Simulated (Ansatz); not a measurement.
Cost and result by functional for the surface energy of the (311) surface of bcc W in its 1x1 cell, outermost plane spacing 0.48 Å in the ideal cut, in Ansatz (plane waves, PAW). Single points on the PBE structure, on one kind of machine; costs are rough ratios of the slab run's core time (references not counted) to the cheapest single point. r2SCAN's cost holds its higher cutoff (500 against 420 eV). Differences are taken against r2SCAN for comparison alone: no measured value is at hand, so the table doesn't rank accuracy.

Slab: 22 atoms, 10.1 Å thick at the start (thin: gaps and levels are the slab's own); k 9x5x1, smearing 0.1 eV, dipole-corrected; all atoms relaxed; held to the part of the start's symmetry that mesh and held atoms allow; no spin, no spin-orbit, no U. These notes are the PBE run's.

```
functional                     relative cost  surface energy (J/m²)  less r2SCAN (J/m²)
-----------------------------  -------------  ---------------------  ------------------
LDA                                        1                   4.10                0.10
PBEsol                                     1                   4.03                0.03
RPBE                                       1                   3.50               -0.50
r2SCAN                                     3                   4.00                0.00
PBE (the relaxed run's value)              –                   3.69               -0.32
```

The values span 0.60 J/m², while the single points' costs differ by a factor of roughly 3. Differences are of unrounded values.

Ansatz is a program for electronic structure.
